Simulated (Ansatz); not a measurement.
## Sn with two functionals

Start from Sn in the diamond structure (space group Fd-3m, No. 227; a = 6.6554 Å).

(Cell as relaxed with PBE.)

Levels (all Ansatz, an electronic-structure program, PAW): PBE (420 eV, no SOC); r2SCAN (500 eV, no spin-orbit coupling).

Each level relaxes its own structure.

| quantity | PBE | r2SCAN |
|---|---|---|
| volume per atom | 36.85 Å³ | ? |
| lattice parameter a | 6.655 Å | ? |
| band gap | zero | ? |

### Question
What does r2SCAN give?

### Answer

- volume per atom, r2SCAN: 35.40 Å³
- lattice parameter a, r2SCAN: 6.567 Å
- band gap, r2SCAN: zero

PBE's volume per atom lies 1.45 Å³ above r2SCAN's (4.1 %); PBE's lattice parameter a lies 0.0886 Å above r2SCAN's (1.3 %); the two agree on the band gap. Neither level is exact; r2SCAN is the comparison here, not a measurement.

No phonon test of stability was made.
